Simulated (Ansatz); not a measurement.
Here is the system:

```
ZnS
1.0
    3.80945     0.00000     0.00000
    0.00000     3.80945     0.00000
    1.90472     1.90472     2.69368
Zn S
1 1
Direct
  0.00000   0.00000   0.00000
  0.75000   0.25000   0.50000
```

Space group of this cell: F-43m, zinc blende. The cell is taken as given.

These are r2SCAN (plane waves, PAW; Ansatz, a first-principles code) values and carry that method's errors.

The current runs along the normal of the first two printed vectors; no spin-orbit coupling. Scaled by the factor s: both lengths across the current (ions clamped). Meshes 12×12×12 and 8×8 across the current in all rows.

| s | mean pressure (GPa) | band gap (eV) |
|---|---|---|
| 0.98 | 3.5 | 2.87 |
| 1.00 | 0.1 | 2.71 |
| 1.02 | -2.8 | ? |

### Question
Take the slope of the band gap against ln s from the two given rows, extrapolate to s = 1.02, and say what the run there gives.

### Answer
Slope = (2.87 − 2.71) / ln 0.98 = -7.92 eV. The line gives 2.71 + (-7.92) × ln 1.02 = 2.55 eV. The run gives 2.48 eV, 0.07 eV under the line, 47 % of the predicted step.
